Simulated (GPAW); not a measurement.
Band structure of SnTe (Fm-3m, 2 atoms in the cell).

```xyz
2
Lattice="0.0000 3.0936 3.0936 3.0936 0.0000 3.0936 3.0936 3.0936 0.0000" Properties=species:S:1:pos:R:3 pbc="T T T"
Sn     0.0000     0.0000     0.0000
Te     3.0936     3.0936     3.0936
```

Method: PBE, GPAW PAW datasets PBE (gpaw-data 1.0.1) (plane waves; GPAW 25.7.0).

Settings: mode = pw; ecut = 600 eV; xc = PBE; kpts = 5 5 5; mesh shift (steps) = 0 0 0; occupations.name = fermi-dirac; occupations.width = 0.01 eV; nbands = -8; convergence.forces = 0.001 eV/Å; convergence.bands = -6; symmetry.symmorphic = false; symmetry.tolerance = 0.0005; maxiter = 100; bandpath_npoints = 40.

The starting cell has typed, rounded lattice constants, without a prior relaxation at this level. Its lattice was rescaled by a random factor within 2.5 % of one. Spin-orbit coupling is off.

Predict the gap along the standard path and the places of the band edges.

The gap along the path is 0.23 eV, from L to a point between W and L; the smallest direct gap on it is 0.28 eV.

Levels in eV from the top of the valence band on the SCF mesh, bands 7 to 14:
| point | 7 | 8 | 9 | 10 | 11 | 12 | 13 | 14 |
|---|---|---|---|---|---|---|---|---|
| Γ | -4.14 | -2.02 | -2.02 | -2.02 | 3.75 | 3.75 | 3.75 | 4.96 |
| X | -6.21 | -5.70 | -3.74 | -3.74 | 2.24 | 5.48 | 5.48 | 7.10 |
| W | -7.27 | -4.90 | -4.90 | -0.53 | 1.13 | 4.91 | 4.91 | 6.62 |
| K | -7.34 | -5.28 | -3.22 | -2.56 | 3.43 | 3.44 | 4.51 | 6.13 |
| L | -8.35 | -1.67 | -1.67 | 0.26 | 0.54 | 0.56 | 0.56 | 8.21 |
| U | -7.34 | -5.28 | -3.22 | -2.56 | 3.43 | 3.44 | 4.51 | 6.13 |
